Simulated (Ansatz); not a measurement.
Consider BAs in the zinc blende structure (space group F-43m, No. 216).

```yaml
crystal:
  lattice:
    - [0.00000, 2.38393, 2.38393]
    - [2.38393, 0.00000, 2.38393]
    - [2.38393, 2.38393, 0.00000]
  atoms:
    - { symbol: As, position: [0.75000, 0.75000, 0.75000] }
    - { symbol: B, position: [0.00000, 0.00000, 0.00000] }
```

Cartesian axes are those of the cell as printed.

Computed with PBEsol, PAW, 420 eV (Ansatz, a first-principles code; no spin-orbit coupling).

Strains are applied to the cell and any free atomic positions relax; under biaxial strain the out-of-plane vector relaxes too; under stress the whole cell relaxes.

One change was made to it. Results:

The energy rises by 35 meV/atom; the valence-band top at Γ (three highest levels, from the VBM) changes from 0.00, 0.00, 0.00 eV to 0.00, -0.42, -0.63 eV.

Problem. Which change produced these results?
(A) biaxial strain −1.32 %, plane normal [111], relaxed out of plane
(B) tensor shear ε_yz = −3.68 %
(C) uniaxial strain ε_yy = +4.77 %
(D) uniaxial stress, 5 GPa tension along z
(E) biaxial strain +3.43 %, plane normal [001], relaxed out of plane

Solution. B, tensor shear ε_yz = −3.68 %. For comparison, the energy relative to the base in the other runs: uniaxial strain ε_yy = +4.77 % gives +26 meV/atom; biaxial strain +3.43 %, plane normal [001], relaxed out of plane gives +29 meV/atom; biaxial strain −1.32 %, plane normal [111], relaxed out of plane gives +5.7 meV/atom; uniaxial stress, 5 GPa tension along z gives +4.2 meV/atom.

The levels and masses belong to the bands next to the band gap. Stability under load was not tested beyond the relaxation.
